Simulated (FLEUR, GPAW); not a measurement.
A FLEUR input for a self-consistent single point of RbNO₃ (R32, 5 atoms in the cell) (DFT, PBEsol, all-electron FLAPW (FLEUR), scalar-relativistic valence):

Input of the input generator:

```
RbNO3 crystal
&input film=f /
5.7622418643 3.3268311973 5.7739867642
-5.7622418643 3.3268311973 5.7739867642
0.0000000000 -6.6536644771 5.7739855643
1.0
1.0 1.0 1.0

5
37 0.5000000000 0.5000000000 0.5000000000
7 0.0000000000 0.0000000000 -0.0000000000
8 0.0000000000 0.7934280000 0.2065720000
8 0.2065720000 0.0000000000 0.7934280000
8 0.7934280000 0.2065720000 -0.0000000000

&comp jspins=1 /
&exco xctyp='PBEs' /
&kpt div1=5 div2=5 div3=5 /
&end /
```

```xml
<?xml version="1.0" encoding="UTF-8" standalone="no"?>
<fleurInput fleurInputVersion="0.39">
   <comment>
      RbNO3 crystal                                                                                       
   </comment>
   <calculationSetup>
      <cutoffs Kmax="4.7" Gmax="18.8" GmaxXC="18.8" numbands="0"/>
      <scfLoop itmax="80" minDistance="0.00001" maxIterBroyd="25" imix="Anderson" alpha="0.05" precondParam="0.0" spinf="2.0"/>
      <coreElectrons ctail="T" frcor="F" kcrel="0" coretail_lmax="0"/>
      <xcFunctional name="PBEs" relativisticCorrections="F"/>
      <magnetism jspins="1"/>
      <soc l_soc="F" theta="0.0" phi="0.0" spav="F"/>
      <expertModes spex="0" secvar="F"/>
      <geometryOptimization l_f="T" forcealpha="1.0" forcemix="BFGS" epsdisp="0.00001" epsforce="0.00001"/>
      <ldaU l_linMix="F" mixParam="0.05" spinf="1.0"/>
   </calculationSetup>
   <cell>
      <bzIntegration valenceElectrons="32.0" mode="hist" fermiSmearingEnergy="0.0001">
         <kPointListSelection listName="default-1"/>
         <!-- k-points included here -->
         <xi:include xmlns:xi="http://www.w3.org/2001/XInclude" href="kpts.xml"> </xi:include>
      </bzIntegration>
      <!-- symmetry operations included here -->
      <xi:include xmlns:xi="http://www.w3.org/2001/XInclude" href="sym.xml"> </xi:include>
      <bulkLattice scale="1.0">
         <bravaisMatrix>
            <row-1>    5.7622418643000000     3.3268311973000002     5.7739867642000000</row-1>
            <row-2>   -5.7622418643000000     3.3268311973000002     5.7739867642000000</row-2>
            <row-3>    0.0000000000000000    -6.6536644771000004     5.7739855643000002</row-3>
         </bravaisMatrix>
      </bulkLattice>
   </cell>
   <atomSpecies>
      <species name="Rubidium (Rb)" element="Rb" atomicNumber="37">
         <mtSphere radius="2.68" gridPoints="925" logIncrement="0.014"/>
         <atomicCutoffs lmax="10" lnonsphr="8"/>
         <electronConfig flipSpins="F">
            <coreConfig>(1s1/2) (2s1/2) (2p1/2) (2p3/2) (3s1/2) (3p1/2) (3p3/2) (3d3/2) (3d5/2)</coreConfig>
            <valenceConfig>(4s1/2) (4p1/2) (4p3/2) (5s1/2)</valenceConfig>
            <stateOccupation state="(5s1/2)" spinUp="0.5" spinDown="0.5"/>
         </electronConfig>
         <energyParameters s="5" p="5" d="4" f="4"/>
         <lo type="SCLO" l="0" n="4" eDeriv="0"/>
         <lo type="SCLO" l="1" n="4" eDeriv="0"/>
      </species>
      <species name="Nitrogen (N)" element="N" atomicNumber="7">
         <mtSphere radius="1.13" gridPoints="391" logIncrement="0.026"/>
         <atomicCutoffs lmax="6" lnonsphr="4"/>
         <electronConfig flipSpins="F">
            <coreConfig>(1s1/2)</coreConfig>
            <valenceConfig>(2s1/2) (2p1/2) (2p3/2)</valenceConfig>
            <stateOccupation state="(2p1/2)" spinUp="0.5" spinDown="0.5"/>
            <stateOccupation state="(2p3/2)" spinUp="1.0" spinDown="1.0"/>
         </electronConfig>
         <energyParameters s="2" p="2" d="3" f="4"/>
      </species>
      <species name="Oxygen (O)" element="O" atomicNumber="8">
         <mtSphere radius="1.13" gridPoints="391" logIncrement="0.026"/>
         <atomicCutoffs lmax="6" lnonsphr="4"/>
         <electronConfig flipSpins="F">
            <coreConfig>(1s1/2)</coreConfig>
            <valenceConfig>(2s1/2) (2p1/2) (2p3/2)</valenceConfig>
            <stateOccupation state="(2p1/2)" spinUp="0.6666666666667" spinDown="0.6666666666667"/>
            <stateOccupation state="(2p3/2)" spinUp="1.3333333333333" spinDown="1.3333333333333"/>
         </electronConfig>
         <energyParameters s="2" p="2" d="3" f="4"/>
      </species>
   </atomSpecies>
   <atomGroups>
      <atomGroup species="Rubidium (Rb)">
         <relPos label="                   1">1.000/2.000 1.000/2.000 1.000/2.000</relPos>
         <force calculate="T" relaxXYZ="TTT"/>
      </atomGroup>
      <atomGroup species="Nitrogen (N)">
         <relPos label="                   2">.0000000000 .0000000000 .0000000000</relPos>
         <force calculate="T" relaxXYZ="TTT"/>
      </atomGroup>
      <atomGroup species="Oxygen (O)">
         <relPos label="                   3">.0000000000 -.2065720000 .2065720000</relPos>
         <relPos label="                   4">.2065720000 .0000000000 -.2065720000</relPos>
         <relPos label="                   5">-.2065720000 .2065720000 .0000000000</relPos>
         <force calculate="T" relaxXYZ="TTT"/>
      </atomGroup>
   </atomGroups>
   <output dos="F" band="F" slice="F">
      <checks vchk="F" cdinf="F"/>
      <bandDOS minEnergy="-.5*Htr" maxEnergy="0.5*Htr" sigma="0.015" storeEVData="T"/>
      <vacuumDOS vacdos="F" integ="F" star="F" nstars="0" locx1="0.0" locy1="0.0" locx2="0.0" locy2="0.0" nstm="0" tworkf="0.0"/>
      <unfoldingBand unfoldBand="F" supercellX="1" supercellY="1" supercellZ="1"/>
      <plotting iplot="0" polar="F">
         <plot TwoD="T" vec1="  1.0  0.0  0.0" vec2="  0.0  1.0  0.0" vec3="  0.0  0.0  1.0" zero="  0.0  0.0  0.0" file="plot"/>
      </plotting>
      <chargeDensitySlicing numkpt="0" minEigenval="0.0" maxEigenval="0.0" nnne="0" pallst="F"/>
      <specialOutput eonly="F"/>
      <magneticCircularDichroism mcd="F" energyLo="-10.0" energyUp="0.0"/>
   </output>
  <!-- We include the file relax.xml here to enable relaxations (see documentation) -->
  <xi:include xmlns:xi="http://www.w3.org/2001/XInclude" href="relax.xml"> <xi:fallback/> </xi:include>
</fleurInput>
```

Give the GPAW input for the same structure, mesh, smearing and functional.

This is the input that was run; spellings and numerical settings could be chosen otherwise.

```python
from ase import Atoms
from ase.units import GPa
from gpaw import GPAW, PW, FermiDirac

atoms = Atoms(['Rb', 'N', 'O', 'O', 'O'],
              cell=[[3.049247, 1.760483, 3.055462],
                    [-3.049247, 1.760483, 3.055462],
                    [0.000000, -3.520968, 3.055462]],
              positions=[[0.000000, -0.000001, 4.583193],
                         [0.000000, 0.000000, 0.000000],
                         [-2.419358, 0.669483, 3.055462],
                         [0.629889, -2.429968, 3.055462],
                         [1.789469, 1.760483, 3.055462]],
              pbc=True)

calc = GPAW(mode=PW(900),
            xc='PBEsol',
            kpts=(5, 5, 5),
            occupations=FermiDirac(0.0),
            nbands=-6,
            convergence={'density': 1e-05, 'energy': 1e-05, 'bands': -4},
            symmetry={'symmorphic': False, 'tolerance': 0.0005},
            maxiter=120)

atoms.calc = calc

energy = atoms.get_potential_energy()
print('Energy (eV):', round(energy, 6))
forces = atoms.get_forces()
print('Forces (eV/Ang):')
print(forces.round(5))
stress = atoms.get_stress()
print('Stress (GPa, Voigt):', (stress / GPa).round(4))
```

Basis settings and potentials, where a program has them, do not carry over. This input uses DFT PBEsol, plane waves, GPAW PAW datasets PBEsol (made by gpaw-setup).

The starting cell comes from a database of computed structures (which also holds hypothetical and non-ambient phases and stackings), without a prior relaxation at this level. Its lattice was rescaled by a random factor within 2.5 % of one. For this run, on top of that: lattice scaled by 0.98.
